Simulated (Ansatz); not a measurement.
# Sn (I4/mmm, No. 139, 1 atom in the cell; start mp-623511; another form than the element's usual one)

All values below come from PBEsol in Ansatz (plane waves, PAW).

Run with plane-wave cutoff 520 eV, 22×22×22 k mesh, Fermi–Dirac smearing 0.05 eV, scalar-relativistic PAW data made under PBE.

Cell (relaxed at this level):

Space group I4/mmm (No. 139); a = b = 3.4383 Å, c = 4.4732 Å, α = β = γ = 90.00°

| atom | site | symmetry | x | y | z |
|---|---|---|---|---|---|
| Sn | 2a | 4/mmm | 0.0000 | 0.0000 | 0.0000 |
(The calculation used a cell of 1 atom; values per cell refer to that cell.)

```yaml
band_gap: zero (no gap)
bulk_modulus: 55.5 GPa
```

Note: the relaxation could not lower the start's symmetry, so the cell can be a saddle point above a distorted one; the bulk modulus is −V dP/dV from two relaxed cells at ±2 % in volume.

Spin–orbit coupling is not included.

A start named mp-… is a Materials Project structure, which need not be a measured phase.

Ansatz is a quantum-chemistry and plane-wave program.
